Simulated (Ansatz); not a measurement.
**Ge (P4₃2₁2, No. 96, 12 atoms in the cell; start mp-137; another form than the element's usual one)**

Calculation: LDA (Ansatz, a program for electronic structure, PAW).

Run with plane-wave cutoff 520 eV, 6×6×6 k mesh, Fermi–Dirac smearing 0.01 eV, scalar-relativistic PAW data made under PBE.

Cell (relaxed with PBEsol):

```
Ge
1.0
    5.92618     0.00000     0.00000
    0.00000     5.92618     0.00000
    0.00000     0.00000     6.96711
Ge
12
Direct
  0.08889   0.08889   0.00000
  0.41111   0.58889   0.75000
  0.91111   0.91111   0.50000
  0.58889   0.41111   0.25000
  0.17191   0.36955   0.25708
  0.13045   0.67191   0.00708
  0.82809   0.63045   0.75708
  0.86955   0.32809   0.50708
  0.67191   0.13045   0.99292
  0.63045   0.82809   0.24292
  0.32809   0.86955   0.49292
  0.36955   0.17191   0.74292
```

```json
{
 "band_gap": "0.39 eV",
 "smallest_direct_gap_on_the_k_points_sampled": "0.40 eV",
 "direct gap at Γ": "1.63 eV"
}
```

Note: cell and atoms aren't relaxed at this level (largest force component 0.08 eV/Å, pressure -2.0 GPa).

Spin–orbit coupling is not included.

Computed values are for the static lattice.

Computing time: around 4 core-minutes (rough).

A start named mp-… is a Materials Project structure, which need not be a measured phase.
